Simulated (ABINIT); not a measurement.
Worked example: self-consistent single point of RbPdCl3 (Pm-3m, 5 atoms in the cell) in ABINIT.

Method of the run: PBEsol, PAW (JTH v2.0 PBE PAW, files made for PBE) (plane waves; ABINIT 10.0.3).

```xyz
5
Lattice="4.9318 0.0000 0.0000 0.0000 4.9318 0.0000 0.0000 0.0000 4.9318" Properties=species:S:1:pos:R:3 pbc="T T T"
Rb     0.0000     0.0000     0.0000
Pd     2.4659     2.4659     2.4659
Cl     0.0000     2.4659     2.4659
Cl     2.4659     0.0000     2.4659
Cl     2.4659     2.4659     0.0000
```

Reference input (self-consistent single point, DFT, PBEsol, plane waves, PAW (JTH v2.0 PBE PAW, files made for PBE)): pseudos = [Rb.GGA_PBE-JTH.xml, Pd.GGA_PBE-JTH.xml, Cl.GGA_PBE-JTH.xml]; ecut = 26 Ha; pawecutdg = 52 Ha; pawxcdev = 0; ixc = -116133; occopt = 3; tsmear = 0.00499791 Ha; ngkpt = 4 4 4; nshiftk = 1; shiftk = 0.5 0.5 0.5; potentials = JTH v2.0 PBE PAW; nband = 31. This run's input differs from it in these lines:

```diff
@@ -26,3 +26,3 @@
 kptopt 1
-ngkpt 4 4 4
+ngkpt 5 5 5
 nshiftk 1
```

The program printed (abridged):

```
--- !BeginCycle
solver: {iscf: 17, nstep: 100, nline: 4, wfoptalg: 10, }
tolerances: {toldfe: 1.00E-09, }
...

     iter   Etot(hartree)      deltaE(h)  residm     nres2
 ETOT  1  -189.69956669053    -1.897E+02 7.301E+01 1.044E+02
 ETOT  2  -198.90058948555    -9.201E+00 3.535E-02 8.392E+01
 ETOT  3  -198.72396791168     1.766E-01 2.452E-02 2.567E+01
 ETOT  4  -198.68723863128     3.673E-02 8.383E-03 1.198E+01
 ETOT  5  -198.67886667154     8.372E-03 1.352E-03 8.233E+00
   [... 9 lines left out ...]
 ETOT 15  -198.65230190949    -5.423E-10 1.372E-04 2.468E-06
 ETOT 16  -198.65230191128    -1.784E-09 1.896E-04 9.931E-07
 ETOT 17  -198.65230191166    -3.876E-10 1.142E-04 7.867E-07
 ETOT 18  -198.65230191105     6.109E-10 1.453E-04 1.842E-07
 At SCF step   18, etot is converged :
  for the second time, diff in etot=  6.109E-10 < toldfe=  1.000E-09

 Cartesian components of stress tensor (hartree/bohr^3)
  sigma(1 1)=  4.58955875E-05  sigma(3 2)=  0.00000000E+00
  sigma(2 2)=  4.58955875E-05  sigma(3 1)=  0.00000000E+00
  sigma(3 3)=  4.58955875E-05  sigma(2 1)=  0.00000000E+00

 ----iterations are completed or convergence reached----

 reduced coordinates (array xred) for    5 atoms
       0.000000000000      0.000000000000      0.000000000000
       0.500000000000      0.500000000000      0.500000000000
       0.000000000000      0.500000000000      0.500000000000
       0.500000000000      0.000000000000      0.500000000000
       0.500000000000      0.500000000000      0.000000000000
 cartesian forces (eV/Angstrom) at end:
   [... lines left out ...]
 Fermi (or HOMO) energy (hartree) =   0.09600   Average Vxc (hartree)=  -0.34578
 Fermi (or HOMO) energy (eV) =   2.61217   Average Vxc (eV)=  -9.40907
   [... lines left out ...]
'-kT*entropy'       : -2.04333146332344E-03
total_energy        : -1.98651972615549E+02
total_energy_eV     : -5.40559508138791E+03
...

-Cartesian components of stress tensor (GPa)         [Pressure= -1.3503E+00 GPa]
- sigma(1 1)=  1.35029457E+00  sigma(3 2)=  0.00000000E+00
- sigma(2 2)=  1.35029457E+00  sigma(3 1)=  0.00000000E+00
- sigma(3 3)=  1.35029457E+00  sigma(2 1)=  0.00000000E+00

 Calculation completed.
```

The run converged in 18 iterations. Against the reference run the free energy goes down by 10.0 meV/atom and the pressure hardly changes (-1.28 to -1.35 GPa).

The starting cell comes from a database of computed structures (which also holds hypothetical and non-ambient phases and stackings), without a prior relaxation at this level. Its lattice was rescaled by a random factor within 2.5 % of one. Spin polarisation is off. The potentials were made for another functional than the one used.

Cost on one core of a shared machine: roughly 4 min.
